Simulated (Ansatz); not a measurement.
Structures of equal composition on the (0001) surface of hcp Ti: a layer of Cr in place of the second plane; a layer of Cr in place of the third plane. The slabs share one bottom face, and each structure is named by its start. These are constructed structures in small cells; real faces may alloy, dewet or reconstruct in larger ones, and not all known structures of the face are among them. Slabs of about 12 Å with all that they carry, Fermi-Dirac smearing of 0.1 eV. Bottom of the slabs: a bare face, its two planes held. Relaxed from the named starts with such symmetry as they have, on meshes of like density; energies extrapolated to zero smearing; no spin-orbit coupling, no U. Spin-polarised runs, if any, are marked in brackets, and their order is one that fits the cell; the others ran without spin.

All values below come from PBE (plane waves to 420 eV, PAW; Ansatz, a quantum-chemistry and plane-wave program).

Question: Put the candidates in order of energy per 1x1 cell, lowest first, for PBE.

Answer: a layer of Cr in place of the second plane (0.000 eV (1 Ti–Ti bonds formed) [spin, 0.3 μB a cell]), a layer of Cr in place of the third plane (0.155 eV [spin, 3.3 μB a cell])
